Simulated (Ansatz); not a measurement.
# GaSe: response to strain

Base system: GaSe in the beta-GaS type structure (space group P6_3/mmc, No. 194; a = 3.769 Å, c = 15.964 Å; layered, stacked along the Cartesian z axis). Axes: x lies along a and z along c of the hexagonal cell.

Strains are applied to the cell and any free atomic positions relax; under biaxial strain the out-of-plane vector relaxes too.

All numbers come from PBE-D3(BJ) (Ansatz, a quantum-chemistry and plane-wave program), scalar-relativistic without spin-orbit coupling, earlier PAW set.

Notes on the quantities. pressure: mean of the normal stresses, compression positive.

| case | band gap | pressure | shortest interatomic distance |
|---|---|---|---|
| base | 0.87 eV | 0.00 GPa | 2.444 Å |
| biaxial strain +1.47 %, plane normal [001], relaxed out of plane | 0.54 eV | -1.02 GPa | 2.446 Å |
| biaxial strain +4.43 %, plane normal [001], relaxed out of plane | zero | -2.7 GPa | 2.454 Å |
| biaxial strain +4.59 %, plane normal [001], relaxed out of plane | zero | -2.7 GPa | 2.455 Å |

Whether these cells are dynamically stable was not tested. The final runs are not spin-polarised. Gaps under 0.05 eV, about the width of the smearing, are given as zero. The zero or small gap of GaSe under biaxial strain +4.43 %, plane normal [001], relaxed out of plane and GaSe under biaxial strain +4.59 %, plane normal [001], relaxed out of plane can change with the level of theory.
